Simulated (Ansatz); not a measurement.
Crystal: HfO₂ (Fm-3m, fluorite, 3 atoms a cell, 10.6 Å³ an atom, 4 GPa at this level); planes in its conventional cell.

Method: r2SCAN (plane waves, PAW; Ansatz, a first-principles code).

The gap is the functional's own, uncorrected, and κ follows it; spin-orbit coupling is left out. Mid-gap values are interpolated between the computed energies.

```
plane  area of the cell (Å²)  mid-gap κ (1/Å)  largest κ in the gap (1/Å)
-----  ---------------------  ---------------  --------------------------
(111)                   11.0             0.44                        0.44
(110)                   17.9                ?                           ?
(001)                   12.7                ?                           ?
```

Question: The slowest decay depends on the direction. Supply the withheld values.

Answer: 
- (110), mid-gap κ (1/Å): 0.38
- (110), largest κ in the gap (1/Å): 0.38
- (001), mid-gap κ (1/Å): 0.30
- (001), largest κ in the gap (1/Å): 0.30
